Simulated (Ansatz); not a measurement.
## PbS with two functionals, pressure 1.5 GPa

Consider PbS in the rock salt structure (space group Fm-3m, No. 225; a = 6.009 Å).

(Cell as relaxed with PBE.)

Levels (all Ansatz, a quantum-chemistry and plane-wave program, PAW): PBE (420 eV, no spin-orbit coupling); PBEsol (420 eV, no spin-orbit coupling).

Each level relaxes its own structure.

| base | PBE | PBEsol |
|---|---|---|
| volume per atom | 27.12 Å³ | 25.71 Å³ |
| lattice parameter a | 6.009 Å | 5.903 Å |
| band gap | 0.49 eV | 0.19 eV |

Perturbation: cell and atoms relaxed at a pressure of 1.5 GPa.

| quantity | PBE | PBEsol |
|---|---|---|
| lattice parameter a | 5.956 Å | 5.857 Å |
| valley order (the lowest conduction-band minima on the path, energy above the VBM, named in the base's zone) | L along ⟨111⟩ 0.40 eV; a point along ⟨110⟩, about 0.6 Å⁻¹ from Γ 1.29 eV | L along ⟨111⟩ 0.10 eV; a point along ⟨110⟩, about 0.7 Å⁻¹ from Γ 1.07 eV |

PBE's lattice parameter a lies 0.099 Å above PBEsol's (1.7 %); both order the valleys alike. Neither level is exact; PBEsol is the comparison here, not a measurement.

Spin-orbit coupling, missing from the scalar runs, can matter with Pb. Load acts through the strain it causes; cell and atoms are relaxed under it. Stability against distortions was not tested. The base started in Pnma and relaxed to Fm-3m at this level. A zero or small gap of PbS can be the functional's error rather than a property of the material.
